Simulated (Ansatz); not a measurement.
In a (4,0) GaN nanotube, the lowest empty band has its minimum at Γ and lies 0.022 eV higher 0.0365 Å⁻¹ away along the axis.

The numbers are results of PBE (plane waves to 420 eV, PAW; Ansatz, a first-principles code), not measurements. Mesh 1×1×6. No spin polarisation. One-dimensional cell, images about 11 Å apart. A hypothetical model, rolled from the flat sheet. It keeps the symmetry and period of its start, so it need not be a minimum against all distortions.

Problem. Estimate the electron mass along the axis.

Solution. For a parabola ΔE = ħ²Δk²/2m, and ħ²/2mₑ = 3.810 eV Å². So m/mₑ = 3.810 × 0.0365²/0.022 = 0.23. The curvature over a step a third as long gives 0.23; the band is close to a parabola here.
